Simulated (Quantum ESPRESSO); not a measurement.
**A short convergence ladder for HfGeTe (P4mm, 6 atoms in the cell)**

```
CELL_PARAMETERS angstrom
      3.74425     0.00000     0.00000
      0.00000     3.74425     0.00000
      0.00000     0.00000    10.17541
ATOMIC_POSITIONS crystal
  Hf 0.00000 0.50000 0.79650
  Hf 0.50000 0.00000 0.20841
  Ge 0.00000 0.00000 0.00000
  Ge 0.50000 0.50000 0.00000
  Te 0.50000 0.00000 0.66020
  Te 0.00000 0.50000 0.33980
```

Base method: PBEsol, PSlibrary PAW (PBE) pseudopotentials (plane waves; Quantum ESPRESSO).

Base settings: ecutwfc = 55 Ry; ecutrho = 330 Ry; occupations = smearing; smearing = gaussian; degauss = 0.0073499 Ry; input_dft = pbesol; K_POINTS = automatic 4 4 2 0 0 0; conv_thr = 1e-10 Ry; mixing_beta = 0.3.

The count of work is k-points × plane waves × bands × iterations; it is no time. 

**The k-point mesh**

The second cell is the first with its lattice scaled by 0.98.

Only quantities that move along the ladder and can be compared are tabulated.

| K_POINTS | free energy less the last step's (meV/atom) | energy of the compressed cell less the first (meV/atom) | pressure (GPa) | largest difference of a force vector from the last step's (eV/Å) | count of work / last |
|---|---|---|---|---|---|
| automatic 2 2 1 0 0 0 | 417.96 | 9.85 | -1.70 | 0.351 | 0.18 |
| automatic 3 3 2 0 0 0 | 6.93 | 1.29 | -2.71 | 0.304 | 0.32 |
| automatic 4 4 2 0 0 0 | 9.77 | 1.29 | -2.73 | 0.188 | 0.64 |
| automatic 7 7 3 0 0 0 | 0.00 | 0.57 | -2.80 | 0.000 | 1.0 |

Coarsest K_POINTS that holds the free energy within 5 meV/atom: not settled: the last two steps still differ by 9.8 meV/atom, over half the tolerance, so the ladder does not show it.

Coarsest K_POINTS that holds the forces within 0.02 eV/Å: not settled: the last two steps still differ by 0.19 eV/Å, over half the tolerance, so the ladder does not show it.

Coarsest K_POINTS that holds the pressure within 0.5 GPa of the last step, with all finer ones: automatic 3 3 2 0 0 0, at 0.32 of the last step's count of work; the step before is off by 1.1 GPa.

On the base run: the starting cell comes from a database of computed structures (which also holds hypothetical and non-ambient phases and stackings), without a prior relaxation at this level. Its lattice was rescaled by up to half a per cent. One atom was moved a little off its site on purpose. Without a gap this mesh is coarse (it stands for a supercell whose shortest vector is 15 Å).
